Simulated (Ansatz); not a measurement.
Input and output of a self-consistent single point for K3YF6 (P1, 10 atoms in the cell) (Ansatz, a first-principles code).

Computed with PBE0 (plane waves, PAW; Ansatz).

```
CELL_PARAMETERS angstrom
      0.00000     4.71811     4.71811
      4.71811     0.00000     4.71811
      4.71811     4.71811     0.00000
ATOMIC_POSITIONS crystal
  K  0.75617 0.73305 0.74461
  K  0.26018 0.24481 0.24055
  K  0.48250 0.50576 0.51101
  Y  0.01571 0.01456 0.98567
  F  0.77894 0.21674 0.24079
  F  0.21599 0.79349 0.77305
  F  0.24224 0.74416 0.22625
  F  0.77380 0.24584 0.75417
  F  0.21174 0.24026 0.77366
  F  0.76273 0.76135 0.25024
```

Reference input (self-consistent single point, DFT, PBE0, plane waves, default PAW files): basis.ecutwfc = 420 eV; kpoints.mp_grid.grid = 2 2 2; hamiltonian.xc = pbe0; hamiltonian.pseudopotentials = {kind: paw}, with the files named one by one; scf.occupations.method = fixed. This run's input differs from it in these lines:

```diff
@@ -26,2 +26,3 @@
   occupations: { method: fixed }
+  exx: { singularity: none }
 output:
```

Output, abridged:

```
Error: inconsistent input (scf.exx.singularity, hamiltonian.xc): set with a full-range or long-range-corrected hybrid — none is a screened kernel's own limit at zero transfer, and a kernel that reaches to infinity, as the full-range 1/r kernel does, has no limit at zero transfer: the energy would be off by the term that is dropped there, and fall without bound as one side of the cell is lengthened; leave scf.exx.singularity out, under which every functional takes the treatment of its own kernel, or, where the run takes it, use `singularity: regularized`
```

The program stopped before any SCF iteration. 

The starting cell comes from a database of computed structures (which also holds hypothetical and non-ambient phases and stackings), without a prior relaxation at this level. Its atoms were displaced at random from the sites of space group no. 225.

Keys are those of Ansatz 0.2.
